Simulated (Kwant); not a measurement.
System: In0.53Ga0.47As/InP stack with 2 barriers. One parabolic valley. Leads of mass 0.041 mₑ with the band edge at 0; grid 0.1 nm; bias swept from 0.01 to 0.375 V, dropping linearly over the stack. Emitter Fermi level 0.033 eV, 300 K, equal in the collector.

```json
[
 {"layer": "1", "thickness (nm)": "3.1", "band offset (eV)": "0.25", "mass (mₑ)": "0.08"},
 {"layer": "2", "thickness (nm)": "12.2", "band offset (eV)": "0", "mass (mₑ)": "0.041"},
 {"layer": "3", "thickness (nm)": "3.1", "band offset (eV)": "0.25", "mass (mₑ)": "0.08"}
]
```

The device is made up for the run: typed textbook-type constants, with dimensions and the other settings drawn at random.

Model: one-band effective-mass tight-binding model in one dimension, coherent, no space charge, current by the Tsu-Esaki formula (Kwant).

Sweep values stay those of the base run.

Base results: J (A/cm²) at bias = 0.3750 V 34700.

### Question
What follows from this one change: thickness of the first barrier 3.1 → 2.5 nm?

### Answer
J at bias = 0.3750 V 34700 → 51600 A/cm².

### Question
What follows from this one change: width of the first well 12.2 → 14.6 nm?

### Answer
J at bias = 0.3750 V 34700 → 79700 A/cm².

### Question
What follows from this one change: mass in the first barrier 0.08 → 0.1 mₑ?

### Answer
J at bias = 0.3750 V 34700 → 24500 A/cm².

### Question
What follows from this one change: temperature 300 → 77 K?

### Answer
J at bias = 0.3750 V 34700 → 2400 A/cm².

### Question
What follows from this one change: width of the first well 12.2 → 7.3 nm?

### Answer
J at bias = 0.3750 V 34700 → 98300 A/cm².
